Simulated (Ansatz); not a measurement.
**Converging the plane-wave cutoff: ZrSeS (P3m1, 3 atoms in the cell)**

```yaml
crystal:
  lattice:
    - [3.76127, 0.00000, 0.00000]
    - [-1.88064, 3.25736, 0.00000]
    - [0.00000, 0.00000, 6.25352]
  atoms:
    - { symbol: Zr, position: [0.00000, 0.00000, 0.02050] }
    - { symbol: Se, position: [0.66667, 0.33333, 0.75338] }
    - { symbol: S, position: [0.33333, 0.66667, 0.23411] }
```

Level of theory: LDA (PW92), default PAW files made with PBE (plane waves; Ansatz, a quantum-chemistry and plane-wave program).

Base settings: basis.ecutwfc = 420 eV; kpoints.mp_grid.grid = 8 8 4; hamiltonian.xc = lda; hamiltonian.pseudopotentials = {kind: paw} (the program's default PAW files); scf.occupations.method = fermi_dirac; scf.occupations.width = 0.02 eV.

The second cell is the first with its lattice scaled by 0.98.

The mesh stays at the base's, so the ladder's end is converged at best in this setting alone.

The first pressure column holds Ansatz's estimate of the finite-basis (Pulay) stress, which hides part of the cutoff error; the other is without it.

Only quantities that move along the ladder and can be compared are tabulated.

The count of work is k-points × plane waves × bands × iterations; it is no time. 

The starting cell comes from a database of computed structures (which also holds hypothetical and non-ambient phases and stackings), without a prior relaxation at this level. Its lattice was rescaled by up to half a per cent. One atom was moved a little off its site on purpose. In the base run, with a pressure of about -5 GPa the cell is away from its equilibrium volume at this level.

Steps (basis.ecutwfc): 145 eV; 170 eV; 190 eV; 210 eV; 230 eV; 250 eV; 295 eV; 335 eV; 380 eV; 420 eV; 460 eV; 505 eV; 565 eV; 630 eV; 735 eV; 840 eV; 1010 eV.

What is the coarsest basis.ecutwfc that holds the energy of the compressed cell less the first within 2 meV/atom of the last step, with all finer ones?

295 eV, at 0.16 of the last step's count of work; the step before is off by 2.7 meV/atom.

What is the coarsest basis.ecutwfc that holds the forces within 0.02 eV/Å of the last step, with all finer ones?

295 eV, at 0.16 of the last step's count of work; the step before is off by 0.068 eV/Å.

What is the coarsest basis.ecutwfc that holds the pressure within 1 GPa of the last step, with all finer ones?

190 eV, at 0.095 of the last step's count of work; the step before is off by 1.4 GPa.

| basis.ecutwfc | free energy less the last step's (meV/atom) | energy of the compressed cell less the first (meV/atom) | pressure (GPa) | pressure without the Pulay estimate (GPa) | largest difference of a force vector from the last step's (eV/Å) | count of work / last |
|---|---|---|---|---|---|---|
| 145 eV | 8969.76 | 14.50 | -7.48 | -183.03 | 0.505 | 0.064 |
| 170 eV | 4107.97 | -33.31 | -6.36 | -98.63 | 0.257 | 0.076 |
| 190 eV | 2163.11 | -39.10 | -5.16 | -61.88 | 0.047 | 0.095 |
| 210 eV | 1084.05 | -20.73 | -4.48 | -38.66 | 0.084 | 0.11 |
| 230 eV | 507.88 | -15.27 | -4.50 | -23.75 | 0.098 | 0.12 |
| 250 eV | 226.06 | -22.70 | -4.76 | -14.74 | 0.068 | 0.14 |
| 295 eV | 30.48 | -24.69 | -4.91 | -6.64 | 0.016 | 0.16 |
| 335 eV | 5.41 | -25.06 | -4.98 | -5.26 | 0.005 | 0.20 |
| 380 eV | 1.63 | -25.35 | -5.00 | -5.05 | 0.001 | 0.23 |
| 420 eV | 0.89 | -25.40 | -5.00 | -5.03 | 0.001 | 0.27 |
| 460 eV | 0.51 | -25.41 | -5.00 | -5.02 | 0.000 | 0.31 |
| 505 eV | 0.30 | -25.42 | -5.01 | -5.01 | 0.000 | 0.35 |
| 565 eV | 0.17 | -25.42 | -5.01 | -5.01 | 0.000 | 0.42 |
| 630 eV | 0.10 | -25.42 | -5.01 | -5.01 | 0.000 | 0.50 |
| 735 eV | 0.06 | -25.42 | -5.01 | -5.01 | 0.000 | 0.61 |
| 840 eV | 0.02 | -25.42 | -5.01 | -5.01 | 0.000 | 0.76 |
| 1010 eV | 0.00 | -25.42 | -5.01 | -5.01 | 0.000 | 1.0 |

The energy difference between the two cells stays within 1 meV/atom of the last step's from 295 eV on, the total only from 420 eV on: much of the error is common to both cells and cancels.

At the lowest cutoff the pressure without the Pulay estimate lies 178 GPa under the last step's, the usual sign of Pulay stress in an incomplete plane-wave basis.

Keys are those of Ansatz 0.2.
